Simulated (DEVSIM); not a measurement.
Structure: Ti/SiO2/n-Si capacitor, at 300 K.

Layer 1 from the left is SiO2, thickness (nm) 2.50. Layer 2 from the left is Si, thickness (nm) 7300, Nd (cm⁻³) 6.2e15.

Metal gate on the left, work function 4.33 eV. Fixed charge at the semiconductor interface 0 cm⁻² (in units of +e); no interface traps.

Constants are typed, rounded textbook-type inputs, not results; the design itself was drawn at random and stands for no fabricated device. Values at 300 K.

SiO2: gap (eV) 9, affinity (eV) 0.9, permittivity 3.9. Si: gap (eV) 1.124, affinity (eV) 4.05, permittivity 11.7, Nc (cm⁻³) 2.86e19, Nv (cm⁻³) 3.1e19.

Model (solved in DEVSIM): 1D Poisson equation in equilibrium, Boltzmann statistics, complete ionisation; no quantum confinement or tunnelling. Metal contacts follow the ideal Schottky-Mott rule: no Fermi-level pinning, no interface dipoles.

Q: What does the simulation give for the flat-band voltage, the minimum of the low-frequency capacitance, the threshold voltage (band bending 2φF)?

A: flat-band voltage 0.06 V; minimum of the low-frequency capacitance 0.0311 μF/cm²; threshold voltage (band bending 2φF) -0.65 V.
